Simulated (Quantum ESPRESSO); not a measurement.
Troubleshooting Quantum ESPRESSO: a failed run on LiBH4 (P6_3mc, 12 atoms in the cell). The aim is a self-consistent single point with DFT, PBEsol, plane waves, PseudoDojo standard norm-conserving (PBESOL) pseudopotentials.

Cell that was meant: a = 4.1800 Å, b = 4.1800 Å, c = 6.7099 Å, α = 90.00°, β = 90.00°, γ = 120.00°.

Part of the input:

```fortran
    ecutwfc = 80
    occupations = 'fixed'
    nbnd = 12
&electrons
    conv_thr = 1.0d-9
    mixing_beta = 0.7
/
```

Log, with long lists cut:

```
     This program is part of the open-source Quantum ESPRESSO suite
     for quantum simulation of materials; please cite

 %%%%%%%%%%%%%%%%%%%%%%%%%%%%%%%%%%%%%%%%%%%%%%%%%%%%%%%%%%%%%%%%%%%%%%%%%%%%%%
     Error in routine  read_namelists (1):
      bad line in namelist &system: "&electrons" (error could be in the previous line)
 %%%%%%%%%%%%%%%%%%%%%%%%%%%%%%%%%%%%%%%%%%%%%%%%%%%%%%%%%%%%%%%%%%%%%%%%%%%%%%

     stopping ...
```

Q: From the messages shown, name the fault and mend the input.

A: The fault is a namelist without its closing slash. The reader runs on into the next namelist. To fix it, close the namelist. The program stopped before any SCF iteration.

The sound input it was made from differs as follows (other fixes are possible):
```diff
+/
```

With that input, the run converged in 10 iterations: free energy E − TS -677.6338 eV; top of the valence band (on the code's own zero) -2.06 eV; gap on the k-point mesh 6.50 eV; pressure -0.27 GPa; largest force (vector length) 0.203 eV/Å (DFT, PBEsol, plane waves, PseudoDojo standard norm-conserving (PBESOL) pseudopotentials).

On the sound input: the starting cell comes from a database of computed structures (which also holds hypothetical and non-ambient phases and stackings), without a prior relaxation at this level.
